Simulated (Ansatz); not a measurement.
System: interstitial Zn in zinc-blende AlAs (charge state +2). Calculation: PBE, PAW (plane waves to 420 eV; Ansatz, a quantum-chemistry and plane-wave program).

64-site cell at the relaxed PBE lattice, one k-point at (0.250, 0.250, 0.250), smearing 0.01 eV, spin-restricted, no finite-size correction. Static, classical nuclei. The charge state is imposed; whether it is stable for some Fermi level was not computed. Sites that were not tried may lie lower.

Barriers: single points on a 2×2×2 k-point mesh shifted by half a step at the bands' geometries.

The step: a direct jump of one Zn atom; the atom moves 2.46 Å along (0.24, 0.24, -0.26) of the unit cell; the moving atom starts with neighbours 3 Al at 2.94, 3 Al at 2.98; 4 As at 2.52 Å and ends with 2 Al at 2.65, 2 Al at 2.66; 3 As at 2.82, 3 As at 2.87 Å.

**Question.** Predict the migration barrier of this step from PBE, PAW.

**Answer.** 0.51 eV forward and 0.072 eV backward. At the saddle the moving atom has neighbours 2 Al at 2.58, Al at 2.60, Al at 3.24; 3 As at 2.53 Å. The saddle point's order was not checked, and it lies on a symmetry element of the cell, where a band can be held.
